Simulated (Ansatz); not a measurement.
N interstitial started as a split pair with N in metastable zinc-blende AlN (start: split with N; 64-site cell, 2×2×2 shifted sampling). The numbers are results of PBE, PAW (plane waves to 420 eV; Ansatz, a first-principles code), not measurements. Total energies of the localised charge states, counted from that of charge +2, and their image corrections (point charge with alignment); the host's valence-band maximum lies at 6.722 eV on the cells' energy zero and its gap is 3.31 eV.

```json
[
 {"charge": "+2", "moment (μB)": "1.0", "E − E(first) (eV)": "0.000", "correction (eV)": "1.223"},
 {"charge": "+1", "moment (μB)": "2.0", "E − E(first) (eV)": "7.753", "correction (eV)": "0.387"},
 {"charge": "0", "moment (μB)": "1.0", "E − E(first) (eV)": "16.417", "correction (eV)": "0.000"},
 {"charge": "−1", "moment (μB)": "not spin-polarised", "E − E(first) (eV)": "25.227", "correction (eV)": "0.089"}
]
```

### Question
Derive the transition levels above the valence-band maximum and say which of them are thermodynamic.

### Answer
A level is the Fermi energy at which two charges have equal formation energy: ε(q/q′) = [E(q′) + corr(q′) − E(q) − corr(q)] / (q − q′) − E_VBM.
ε(+2/+1) = [(7.753 + 0.387) − (0.000 + 1.223)] / 1 − 6.722 = 0.19 eV
ε(+1/0) = [(16.417 + 0.000) − (7.753 + 0.387)] / 1 − 6.722 = 1.55 eV
ε(0/−1) = [(25.227 + 0.089) − (16.417 + 0.000)] / 1 − 6.722 = 2.18 eV
Thermodynamic levels at least 0.1 eV inside the gap: (+2/+1) at 0.19 eV; (+1/0) at 1.55 eV; (0/−1) at 2.18 eV. Corrections reach 1.22 eV, so the outer levels may be off by several tenths of an eV. Only the charges listed were compared. Charge +3 has its level within 0.1 eV of a band edge or past it. The geometries come from one start. Flagged in the runs: a doubtful potential alignment, a strain field that reaches the edge of the cell.
